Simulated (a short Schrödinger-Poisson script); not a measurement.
Structure: gated Al0.4Ga0.6As/GaAs modulation-doped gas, at 300 K.

```tsv
layer	material	thickness (nm)	Nd (cm⁻³)	Na (cm⁻³)
1	Al0.4Ga0.6As	10	-	-
2	Al0.4Ga0.6As	40	2.8e17	-
3	Al0.4Ga0.6As	5	-	-
4	GaAs	6000	-	1e15
```

Constants are typed, rounded textbook-type inputs, not results; the design itself was drawn at random and stands for no fabricated device. Al0.4Ga0.6As: permittivity 11.76, conduction-band edge (eV) 0.316, gap (eV) 1.923, electron mass (mₑ) 0.1002, Nv at 300 K (cm⁻³) 9e18. GaAs: permittivity 12.9, conduction-band edge (eV) 0, gap (eV) 1.424, Nv at 300 K (cm⁻³) 9e18.

Channel valleys (confinement mass, in-plane density-of-states mass, number): Γ 0.067, 0.067, 1. At the gate the conduction-band edge of layer 1 lies 1.07 eV − eVg above the Fermi level of the channel; the field vanishes at the back. Donor level 0.006 eV below the band edge. The barrier under the gate holds no holes. Gaps are held at their typed values at every temperature. Mesh 0.08 nm at interfaces.

From a short Schrödinger-Poisson script (our own, NumPy): 1D Poisson equation in equilibrium, electrons quantum, Hartree plus LDA exchange-correlation (BenDaniel-Duke, 40 states a valley, the channel's in-plane mass for all, wave functions free to enter the barrier), parabolic valleys, classical holes, donors ionised by Fermi statistics, acceptors fully, no traps, pinning or gate leakage.

List the lowest subbands of each valley and their electrons at Vg = 0.5 V.


| valley | subband | energy from the Fermi level (meV) | electrons (cm⁻²) | share (%) |
|---|---|---|---|---|
| Γ | 0 | 45.0 | 1.17e11 | 59.8 |
| Γ | 1 | 74.8 | 3.91e10 | 20.0 |
| Γ | 2 | 96.0 | 1.75e10 | 8.9 |

All electrons: 1.95e11 cm⁻².
